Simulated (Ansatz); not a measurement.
## Relaxation of cell and atoms of Ti5FeSn3 (P6_3/mcm, 18 atoms in the cell) at several settings

```xyz
18
Lattice="8.1720 0.0000 0.0000 -4.0860 7.0772 0.0000 0.0000 0.0000 5.4125" Properties=species:S:1:pos:R:3 pbc="T T T"
Ti    -3.1021     5.3731     4.0594
Ti    -0.9839     1.7041     1.3531
Ti     1.9677     0.0000     1.3531
Ti     6.2043     0.0000     4.0594
Ti     0.9839     1.7041     4.0594
Ti     3.1021     5.3731     1.3531
Ti     4.0860     2.3591     2.7063
Ti     0.0000     4.7181     2.7063
Ti     0.0000     4.7181     0.0000
Ti     4.0860     2.3591     0.0000
Fe     0.0000     0.0000     2.7063
Fe     0.0000     0.0000     0.0000
Sn    -1.6300     2.8232     4.0594
Sn    -2.4560     4.2539     1.3531
Sn     4.9120     0.0000     1.3531
Sn     3.2600     0.0000     4.0594
Sn     2.4560     4.2539     4.0594
Sn     1.6300     2.8232     1.3531
```

Base: LDA (PW92), default PAW files made with PBE (Ansatz, an electronic-structure program). Its settings: basis.ecutwfc = 420 eV; kpoints.mp_grid.grid = 3 3 3; hamiltonian.xc = lda; hamiltonian.pseudopotentials = {kind: paw} (the program's default PAW files); scf.occupations.method = methfessel_paxton; scf.occupations.width = 0.136 eV. Starting volume 17.39 Å³ per atom.

Each line gives the change from the base single point and the result:

- relax: default → cell and atoms; relax.cell.p_target: default → 2 GPa: pressure 1.98 GPa; largest force (vector length) 0.004 eV/Å; final cell a = b = 8.0183 Å, c = 5.3327 Å, α = β = 90.00°, γ = 120.00°; final volume per atom 16.50 Å³; relaxation steps 6; free energy against the base single point -8.8 meV/atom.
- relax: default → cell and atoms: pressure -0.02 GPa; largest force (vector length) 0.002 eV/Å; final cell a = 8.0580 Å, b = 8.0580 Å, c = 5.3595 Å, α = 90.00°, β = 90.00°, γ = 120.00°; final volume per atom 16.74 Å³; relaxation steps 6; free energy against the base single point -10.3 meV/atom.

The starting cell comes from a database of computed structures (which also holds hypothetical and non-ambient phases and stackings), without a prior relaxation at this level. Its lattice was rescaled by a random factor within 2.5 % of one. Spin polarisation is off. Ansatz's pressure includes its estimate of the finite-basis (Pulay) stress. Without a gap this mesh is coarse (it stands for a supercell whose shortest vector is 16 Å).

Left out of this page: 1 run of the series outside the window shown, repeating another row's setting, or not comparable.

Keys are those of Ansatz 0.2.
